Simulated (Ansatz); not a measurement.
Input and output of a self-consistent single point for the (110) slab of Sn (cut from a parent of space group no. 229; 4 atoms in the cell) (Ansatz, a program for electronic structure).

Computed with LDA (PW92), default PAW files made with PBE (plane waves; Ansatz).

```
CELL_PARAMETERS angstrom
      3.27178     0.00000     0.00000
     -4.36238     3.08467     0.00000
      0.00000     0.00000    22.01419
ATOMIC_POSITIONS crystal
  Sn 0.00000 0.25000 0.31798
  Sn 0.00000 0.75000 0.43933
  Sn 0.00000 0.25000 0.56067
  Sn 0.00000 0.75000 0.68202
```

Reference input (self-consistent single point, DFT, LDA (PW92), plane waves, default PAW files made with PBE): basis.ecutwfc = 30.9 Ry; kpoints.mp_grid.grid = 10 10 1; hamiltonian.xc = lda; hamiltonian.pseudopotentials = {kind: paw} (the program's default PAW files); scf.occupations.method = gaussian; scf.occupations.width = 0.0073 Ry. This run's input differs from it in these lines:

Ansatz 0.2 input:
```diff
@@ -14,3 +14,3 @@
   mp_grid:
-    grid: [10, 10, 1]
+    grid: [17, 17, 1]
 hamiltonian:
```

Output (repeated stretches shortened):

```
SCF iter   1: F=—  HF=-23517.253572 eV  |F-HF|=—  |Δ(HF+E_count)|=         —  Δρ=4.89e-3  dr2=3.26e-2  ethr=1.77e-3  ⟨swp⟩=8.0  Hψ=12837  notcnv=0
all-band conjugate gradients solve this SCF's bands
preconditioner: auto → LDOS
SCF iter   2: F=—  HF=-23517.246563 eV  |F-HF|=—  |Δ(HF+E_count)|=   7.01e-3  Δρ=2.10e-3  dr2=8.29e-3  ethr=5.82e-5  ⟨swp⟩=2.0  Hψ=6044  notcnv=0  defer=113
   [... lines left out ...]
SCF iter   4: F=—  HF=-23517.241568 eV  |F-HF|=—  |Δ(HF+E_count)|=   1.51e-4  Δρ=1.43e-4  dr2=4.84e-5  ethr=1.22e-6  ⟨swp⟩=2.0  Hψ=4913  notcnv=0  defer=113
SCF iter   5: F=—  HF=-23517.241564 eV  |F-HF|=—  |Δ(HF+E_count)|=   3.56e-6  Δρ=3.76e-5  dr2=4.79e-6  ethr=8.65e-8  ⟨swp⟩=2.0  Hψ=4955  notcnv=0  defer=105
SCF iter   6: F=—  HF=-23517.241564 eV  |F-HF|=—  |Δ(HF+E_count)|=   4.23e-7  Δρ=7.58e-6  dr2=1.67e-7  ethr=8.55e-9  ⟨swp⟩=3.0  Hψ=5370  notcnv=0  defer=105
SCF iter   7: F=-23517.241564 eV  HF=-23517.241564 eV  |F-HF|=1.24e-8  |Δ(HF+E_count)|=   2.88e-8  Δρ=2.07e-6  dr2=1.72e-8  ethr=1.79e-10  ⟨swp⟩=10.2  Hψ=13290  notcnv=0
SCF 1 converged in 7 iterations: F = -23517.241564 eV  dr2 = 1.72e-8
Free energy (F): -23517.241564 eV
Internal energy: -23517.226741 eV  (E = F + TS)
E sigma→0 (E₀):  -23517.234153 eV
Entropy (-TS):   -0.014823 eV (-3.706 meV/atom)
Fermi energy:    2.956348 eV
--- Forces (eV/Å), atoms counted from 1 ---
  atom   1  Sn     0.00000000     0.00000000     0.36678250
  atom   2  Sn     0.00000000     0.00000000    -0.29786430
  atom   3  Sn     0.00000000     0.00000000     0.29786430
  atom   4  Sn     0.00000000     0.00000000    -0.36678250
--- Stress (GPa, compression-positive) ---
       -2.404368       0.003927       0.000000
        0.003927      -2.401591       0.000000
        0.000000       0.000000      -1.546153
  P = ⅓ Tr σ = -2.1174 GPa (-21.174 kbar)
  The stress holds the Pulay correction. Without it, at fixed plane waves, as pw.x and ABINIT print it: P = -2.1294 GPa
```

The run converged in 7 iterations. Against the reference run the free energy goes down by 1.5 meV/atom and the largest force goes from 0.338 to 0.367 eV/Å.

The starting cell comes from a database of computed structures (which also holds hypothetical and non-ambient phases and stackings), without a prior relaxation at this level. The slab is cut from that crystal, and its faces are unrelaxed. Its lattice was rescaled by up to half a per cent.

Cost on one core of a shared machine: roughly 30 s.
